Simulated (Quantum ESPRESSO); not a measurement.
Pressure against volume in hcp Os (space group 194) (Quantum ESPRESSO, PBE)

```
CELL_PARAMETERS angstrom
      2.68146     0.00000     0.00000
     -1.34073     2.32221     0.00000
      0.00000     0.00000     4.24319
ATOMIC_POSITIONS crystal
  Os 0.66667 0.33333 0.75000
  Os 0.33333 0.66667 0.25000
```

Computed with PBE, PSlibrary PAW (PBE) pseudopotentials (plane waves; Quantum ESPRESSO 7.5). Settings: ecutwfc = 78 Ry; ecutrho = 468 Ry; occupations = smearing; smearing = fermi-dirac; degauss = 0.0036749 Ry; potentials = {Os: Os.pbe-spn-kjpaw_psl.1.0.0.UPF}; K_POINTS = automatic 24 24 14 0 0 0; conv_thr = 1e-10 Ry; mixing_beta = 0.3. The cell above is the first row's. The rows scale it uniformly. In all rows fractional positions and the k mesh are held.

```
V (Å^3/atom)  P (GPa)
------------  -------
13.211          36.27
13.498          24.65
13.785          14.30
14.073           5.10
14.360          -3.09
14.647         -10.38
14.934         -16.86
15.221         -22.60
15.509              ?
```

The 8 complete rows are fitted with a cubic, P against V. With u = V - 14.2, the rows have u = -0.9890, -0.7020, -0.4150, -0.1270, 0.1600, 0.4470, 0.7340, 1.0210. Least squares gives P = 1.336 - 28.6864·u + 5.9237·u² - 0.7841·u³. Residuals (row less fit): 0.011, -0.014, -0.017, 0.024, 0.015, -0.007, -0.022, 0.012; standard error 0.023 (degrees of freedom: 4). The fitted pressure is zero at V0 = 14.25, where dP/dV = -28.13, so B0 = -V0·dP/dV = 401 GPa.

**Question.** What does the fit predict for P at V = 15.509, and how far is the calculated value from it?

**Answer.** u = 1.3090, so P = 1.336 - 28.6864 × 1.3090 + 5.9237 × 1.3090² - 0.7841 × 1.3090³ = -27.823 GPa. The calculation gives -27.70 GPa, 0.123 GPa above the prediction (0.2 % of the range of P in the table). The row lies outside the fitted rows, so this is an extrapolation. From the scatter of the fitted rows alone, a prediction at this place has a standard error of 0.061 GPa, so the miss is 2.0 times that.

Carrying the step between the two nearest rows on in a straight line would have given -28.36, off by 0.66; series whose last step already gives the withheld value aren't shown. The scan was laid around a cell of about the measured size, scaled by a guess for this functional; axis ratios and inner coordinates come from that cell. The runs keep the symmetry of the cell, so they don't test it for distortions. Spin polarisation is off. Spin-orbit coupling is off. The shape of the cell and the inner coordinates aren't relaxed, so V0 and B0 belong to this uniform scaling; a relaxed crystal lies no higher in energy and is usually softer. Cutoffs and mesh are single choices, not tested for convergence of this quantity. Series with a scatter that would blur these digits, or in which a gap closes, are not shown.
